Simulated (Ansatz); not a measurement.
S on the 1x1 (111) surface of fcc Ni, ferromagnetic, one in a 2x1 cell, energies for each (10.7 Å²). Energies are against ⅛ S8(g), without zero-point or thermal terms; each row is named by its start.

Computed with PBE (plane waves to 420 eV, PAW; Ansatz, an electronic-structure program).

Task: Which site binds most strongly?
(A) hollow Ni-Ni-Ni over Ni at depth 4.0 Å
(B) hollow Ni-Ni-Ni over Ni at depth 2.0 Å

Result: A, hollow Ni-Ni-Ni over Ni at depth 4.0 Å. Adsorption energies: hollow Ni-Ni-Ni over Ni at depth 4.0 Å -1.23 eV; hollow Ni-Ni-Ni over Ni at depth 2.0 Å -1.20 eV.
